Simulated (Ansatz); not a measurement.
## What O → N does to SrTiO3

The reference is SrTiO₃ in the cubic perovskite structure (space group Pm-3m, No. 221; a = 3.8914 Å).

It is then changed as follows: every O is replaced by N; the structure is relaxed again.

Calculations: DFT with PBEsol, PAW potentials and a 420 eV plane-wave cutoff in Ansatz (a quantum-chemistry and plane-wave program), no spin-orbit coupling, earlier PAW set. Γ-centred 12×12×12 mesh, Fermi–Dirac width 0.05 eV, for the changed cell.

| quantity | base | changed | shift |
|---|---|---|---|
| volume per atom | 11.79 Å³ | 12.67 Å³ | +0.886 Å³ |
| density | 5.17 g/cm³ | 4.65 g/cm³ | -0.52 g/cm³ |
| space group | Pm-3m (No. 221) | Pm-3m (No. 221) | – |
| shortest interatomic distance | 1.946 Å | 1.993 Å | +0.0476 Å |
| band gap | 1.86 eV | zero | – |

Final structure:

```
CELL_PARAMETERS angstrom
      3.98656     0.00000     0.00000
      0.00000     3.98656     0.00000
      0.00000     0.00000     3.98656
ATOMIC_POSITIONS crystal
  Sr 0.00000 0.00000 0.00000
  Ti 0.50000 0.50000 0.50000
  N  0.00000 0.50000 0.50000
  N  0.50000 0.50000 0.00000
  N  0.50000 0.00000 0.50000
```

Cost of the whole job for the changed cell (relaxation, final SCF and bands): roughly 60 core-seconds.

No phonon test of stability was made. As relaxed here, SrTiN3 is a hypothetical phase, not in the database extracts checked. All final runs are without spin polarisation. An odd electron count without spin: SrTiN3. Many cubic perovskites are stable only at high temperature; tilts and polar distortions were not tested.
